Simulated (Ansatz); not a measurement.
**Sc, response to strain**

Consider Sc in the fcc (Cu type) structure (space group Fm-3m, No. 225; a = 4.5595 Å; relaxed with 0.1 eV smearing). Axes: x, y, z lie along the cube axes.

Strains are applied to the cell and any free atomic positions relax; under biaxial strain the out-of-plane vector relaxes too; under stress the whole cell relaxes.

The values are results of PBEsol in Ansatz (plane waves to 420 eV, PAW, without spin-orbit coupling), not measurements.

Candidates:
(a) uniaxial strain ε_xx = +1.56 %
(b) biaxial strain +2.45 %, plane normal [001], relaxed out of plane
(c) uniaxial stress, 5 GPa tension along z
(d) uniaxial strain ε_yy = −0.72 %

Notes on the quantities. energy relative to the base: free energy F.

Q: Order them by energy relative to the base, highest first.

A: (c) uniaxial stress, 5 GPa tension along z (+38 meV/atom), (b) biaxial strain +2.45 %, plane normal [001], relaxed out of plane (+5.0 meV/atom), (a) uniaxial strain ε_xx = +1.56 % (+1.3 meV/atom), (d) uniaxial strain ε_yy = −0.72 % (+0.3 meV/atom)

Stability under load was not tested beyond the relaxation. All final runs are without spin polarisation. This is not the structure that Sc has at room temperature and ambient pressure.

Ansatz is a program for electronic structure.
